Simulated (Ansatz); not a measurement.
Base system: Os in the hcp (Mg type) structure (space group P6_3/mmc, No. 194; relaxed with 0.1 eV smearing).

```
CELL_PARAMETERS angstrom
      2.73847     0.00000     0.00000
     -1.36924     2.37159     0.00000
      0.00000     0.00000     4.31933
ATOMIC_POSITIONS crystal
  Os 0.33333 0.66667 0.75000
  Os 0.66667 0.33333 0.25000
```

Cartesian axes are those of the cell as printed.

Level of theory: r2SCAN/PAW in Ansatz (a quantum-chemistry and plane-wave program), scalar-relativistic without spin-orbit coupling, earlier PAW set.

For the base:

| Quantity | Value |
|---|---|
| Shortest interatomic distance | 5.058 bohr |

Now apply this change: tensile biaxial strain of 0.43 % in the plane normal to [001], as in epitaxy on a mismatched substrate; the out-of-plane cell vector and the atoms relax.

### Question
What does the calculation give for the in-plane stress after the change?

### Answer
The mean in-plane stress (compression positive) is -3.7 GPa.

### Question
What happens to the shortest interatomic distance?

### Answer
The shortest interatomic distance is still 5.058 bohr.

No phonon test of stability was made. The final runs are not spin-polarised.
